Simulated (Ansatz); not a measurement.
AlN, response to strain

Consider AlN in the zinc blende structure (space group F-43m, No. 216; a = 4.3698 Å). Axes: x, y, z lie along the cube axes.

Strains are applied to the cell and any free atomic positions relax.

Method: r2SCAN/PAW in Ansatz (an electronic-structure program), no SOC.

Notes on the quantities. energy relative to the base: free energy F.

```csv
uniaxial strain ε_zz (%),energy relative to the base (meV/atom)
-3,9.1
-2.5,6.3
-2,4.0
-1.5,?
-1,1.0
-0.5,0.3
0,0.0
```

Problem. Fit ΔE = Aε² + Bε³ (ε in %) to the rows shown and predict the withheld row.

Solution. Least squares on the printed values gives A = 0.988 and B = -0.0075 meV/atom (largest residual 0.1 meV/atom); this predicts 2.2 meV/atom, and the run gives 2.3 meV/atom, in agreement.

No phonon test of stability was made. This is not the structure that AlN has at room temperature and ambient pressure.
